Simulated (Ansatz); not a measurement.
## A computed series for LaWN3: pressure series

Base system: LaWN3 (space group R3c, No. 161; a cell from a computed database, its experimental status unchecked).

```yaml
crystal:
  lattice:
    - [2.82377, 1.63031, 4.57642]
    - [-2.82377, 1.63031, 4.57642]
    - [0.00000, -3.26061, 4.57642]
  atoms:
    - { symbol: La, position: [0.53680, 0.53680, 0.53680] }
    - { symbol: La, position: [0.03680, 0.03680, 0.03680] }
    - { symbol: W, position: [0.78549, 0.78549, 0.78549] }
    - { symbol: W, position: [0.28549, 0.28549, 0.28549] }
    - { symbol: N, position: [0.00037, 0.10326, 0.55577] }
    - { symbol: N, position: [0.55577, 0.00037, 0.10326] }
    - { symbol: N, position: [0.10326, 0.55577, 0.00037] }
    - { symbol: N, position: [0.05577, 0.60326, 0.50037] }
    - { symbol: N, position: [0.60326, 0.50037, 0.05577] }
    - { symbol: N, position: [0.50037, 0.05577, 0.60326] }
```

Cell and atoms are relaxed at each pressure.

The values are results of Kohn–Sham DFT with the PBEsol functional, run in Ansatz (a program for electronic structure) with PAW and 420 eV plane waves, without spin-orbit coupling, not measurements.

Two rows of this table had their results exchanged by mistake.

| pressure | volume per atom (Å³) | shortest distance (Å) | band gap |
|---|---|---|---|
| pressure −2 GPa | 12.77 | 1.897 | 1.04 eV |
| pressure −1 GPa | 12.71 | 1.897 | 1.02 eV |
| pressure 0.3 GPa | 12.62 | 1.896 | 0.99 eV |
| pressure 0.7 GPa | 12.46 | 1.896 | 0.93 eV |
| pressure 1.5 GPa | 12.55 | 1.897 | 0.96 eV |
| pressure 3 GPa | 12.60 | 1.897 | 0.98 eV |
| pressure 5 GPa | 12.35 | 1.896 | 0.89 eV |
| pressure 7.5 GPa | 12.22 | 1.895 | 0.85 eV |
| pressure 10 GPa | 12.10 | 1.894 | 0.83 eV |

**Question.** Which two?

**Answer.** The rows for pressure 0.7 GPa and pressure 3 GPa: the volume has to fall steadily with pressure, so 12.60 Å³ belongs to pressure 0.7 GPa and 12.46 Å³ to pressure 3 GPa.

With W present, leaving out spin-orbit coupling can change the band edges. Load acts through the strain it causes; cell and atoms are relaxed under it. Stability against distortions was not tested. No other phases were tried under pressure.
